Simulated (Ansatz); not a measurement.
The reference is Pt in the fcc (Cu type) structure (space group Fm-3m, No. 225; a = 3.940 Å). Axes: x, y, z lie along the cube axes.

All numbers come from r2SCAN, PAW, 500 eV (Ansatz, a first-principles code; spin-orbit coupling left out).

For the base:

| Item | Value |
|---|---|
| Pressure | 0.0 GPa |
| Volume per atom | 15.29 Å³ |

Now apply this change: compressive biaxial strain of 4.01 % in the plane normal to [001], as in epitaxy on a mismatched substrate; the out-of-plane cell vector and the atoms relax.

### Question
How does this affect the pressure?

### Answer
The pressure (mean of the normal stresses, compression positive) goes from zero to 8.6 GPa.

### Question
Estimate the effect on the energy relative to the base.

### Answer
The energy goes up by 45 meV/atom.

### Question
How does this affect the volume per atom?

### Answer
The volume per atom shrinks by 0.37 Å³, from 15.29 Å³ to 14.92 Å³.

Without a gap, meshes like the base's 20×20×20 leave anisotropic stresses uncertain by several tenths of a GPa, and small strain energies with them. Stability against distortions was not tested. The final runs are not spin-polarised.
